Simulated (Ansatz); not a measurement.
**MgO, response to strain**

Take MgO in the rock salt structure (space group Fm-3m, No. 225; a = 4.159 Å) as the base. Axes: x, y, z lie along the cube axes.

Strains are applied to the cell and any free atomic positions relax.

All numbers come from DFT with LDA, PAW potentials and a 420 eV plane-wave cutoff in Ansatz (a first-principles code), without spin-orbit coupling.

Notes on the quantities. energy relative to the base: free energy F.

| uniaxial strain ε_zz (%) | energy relative to the base (meV/atom) |
|---|---|
| -3 | 9.3 |
| -2.5 | 6.4 |
| -2 | 4.0 |
| -1.5 | 2.2 |
| -1 | ? |
| -0.5 | 0.2 |
| 0 | 0.0 |

Task: Fit ΔE = Aε² + Bε³ (ε in %) to the rows shown and predict the withheld row.

Result: Least squares on the printed values gives A = 0.935 and B = -0.033 meV/atom (largest residual 0.0 meV/atom); this predicts 1.0 meV/atom, and the run gives 1.0 meV/atom, in agreement.

Stability against distortions was not tested.
